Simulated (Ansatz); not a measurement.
# Convergence study of the plane-wave cutoff for Tc₃Pt (P3m1, 8 atoms in the cell)

```xyz
8
Lattice="5.4973 0.0000 0.0000 -2.7487 4.7608 0.0000 0.0000 0.0000 4.3592" Properties=species:S:1:pos:R:3 pbc="T T T"
Tc     0.0000     1.4997     1.0898
Tc     2.7487     3.2612     3.2694
Tc     4.1986     0.7498     3.2694
Tc    -1.4499     4.0110     1.0898
Tc     1.4499     4.0110     1.0898
Tc     1.2987     0.7498     3.2694
Pt     0.0000     3.1739     3.3194
Pt     2.7487     1.5869     1.0898
```

Level of theory: PBEsol, default PAW files made with PBE (plane waves; Ansatz, a program for electronic structure).

Base settings: basis.ecutwfc = 500 eV; kpoints.mp_grid.grid = 3 3 3; hamiltonian.xc = pbesol; hamiltonian.pseudopotentials = {kind: paw} (the program's default PAW files); scf.occupations.method = gaussian; scf.occupations.width = 0.1 eV.

The second cell is the first with its lattice scaled by 0.98.

The mesh stays at the base's, so the ladder's end is converged at best in this setting alone.

The first pressure column holds Ansatz's estimate of the finite-basis (Pulay) stress, which hides part of the cutoff error; the other is without it.

Only quantities that move along the ladder and can be compared are tabulated.

The count of work is k-points × plane waves × bands × iterations; it is no time. 

The starting cell comes from a database of computed structures (which also holds hypothetical and non-ambient phases and stackings), without a prior relaxation at this level. Its lattice was rescaled by up to half a per cent. One atom was moved a little off its site on purpose. Spin polarisation is off. Without a gap this mesh is coarse (it stands for a supercell whose shortest vector is 13 Å).

| basis.ecutwfc | free energy less the last step's (meV/atom) | energy of the compressed cell less the first (meV/atom) | pressure (GPa) | pressure without the Pulay estimate (GPa) | largest difference of a force vector from the last step's (eV/Å) | count of work / last |
|---|---|---|---|---|---|---|
| 175 eV | 37638.70 | -700.53 | -111.67 | -1227.20 | 8.518 | 0.046 |
| 200 eV | 20792.87 | -360.10 | -9.18 | -793.71 | 3.474 | 0.061 |
| 225 eV | 10496.71 | 155.16 | 40.88 | -473.69 | 2.593 | 0.075 |
| 250 eV | 4940.20 | 155.67 | 13.93 | -264.55 | 2.320 | 0.084 |
| 275 eV | 2271.81 | 128.13 | -4.39 | -143.94 | 0.749 | 0.098 |
| 300 eV | 1105.50 | 36.17 | -7.84 | -81.53 | 0.358 | 0.12 |
| 350 eV | 233.33 | 31.80 | -3.34 | -24.29 | 0.164 | 0.16 |
| 400 eV | 33.83 | 42.65 | -2.49 | -6.73 | 0.027 | 0.19 |
| 450 eV | 3.86 | 42.72 | -2.52 | -3.03 | 0.001 | 0.23 |
| 500 eV | 1.38 | 42.60 | -2.53 | -2.55 | 0.001 | 0.27 |
| 550 eV | 1.26 | 42.59 | -2.53 | -2.54 | 0.001 | 0.31 |
| 600 eV | 1.15 | 42.59 | -2.53 | -2.54 | 0.000 | 0.35 |
| 675 eV | 1.09 | 42.59 | -2.53 | -2.54 | 0.001 | 0.42 |
| 750 eV | 0.91 | 42.59 | -2.53 | -2.55 | 0.000 | 0.49 |
| 875 eV | 0.54 | 42.59 | -2.53 | -2.54 | 0.000 | 0.62 |
| 1000 eV | 0.38 | 42.59 | -2.53 | -2.55 | 0.000 | 0.76 |
| 1200 eV | 0.00 | 42.59 | -2.53 | -2.54 | 0.000 | 1.0 |

Coarsest basis.ecutwfc that holds the energy of the compressed cell less the first within 2 meV/atom of the last step, with all finer ones: 400 eV, at 0.19 of the last step's count of work; the step before is off by 11 meV/atom.

Coarsest basis.ecutwfc that holds the pressure within 1 GPa of the last step, with all finer ones: 350 eV, at 0.16 of the last step's count of work; the step before is off by 5.3 GPa.

Coarsest basis.ecutwfc that holds the free energy within 5 meV/atom of the last step, with all finer ones: 450 eV, at 0.23 of the last step's count of work; the step before is off by 34 meV/atom.

The energy difference between the two cells stays within 1 meV/atom of the last step's from 400 eV on, the total only from 750 eV on: much of the error is common to both cells and cancels.

At the lowest cutoff the pressure without the Pulay estimate lies 1220 GPa under the last step's, the usual sign of Pulay stress in an incomplete plane-wave basis.

Keys are those of Ansatz 0.2.
